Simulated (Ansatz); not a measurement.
Gap of a one-dimensional KBr body, 2 atoms a period at several levels, all on one geometry.

```
CELL_PARAMETERS angstrom
     11.00000     0.00000     0.00000
      0.00000    11.00000     0.00000
      0.00000     0.00000     6.04740
ATOMIC_POSITIONS crystal
  K  0.50000 0.50000 0.00000
  Br 0.50000 0.50000 0.50000
```

Levels: PBE (plane waves to 420 eV, PAW; Ansatz, an electronic-structure program); PBE with spin-orbit coupling (Ansatz); r2SCAN (plane waves to 500 eV, PAW; Ansatz); HSE06 (Ansatz). Unmarked values and the geometry are of the first. Mesh 1×1×50. No spin polarisation. One-dimensional cell, images about 11 Å apart. A hypothetical model. It keeps the symmetry and period of its start, so it need not be a minimum against all distortions. Pairing along the axis, which can open a gap, is among the distortions not tried. Values not marked SOC lack spin–orbit coupling. HSE06 ran on a 1×1×3 mesh and at PBE's edge points.

| level | gap (eV) |
|---|---|
| PBE | 4.23 |
| PBE+SOC | ? |
| r2SCAN | 5.10 |
| HSE06 | 5.25 |

Some entries are withheld; supply them.


- PBE+SOC, gap (eV): 4.09
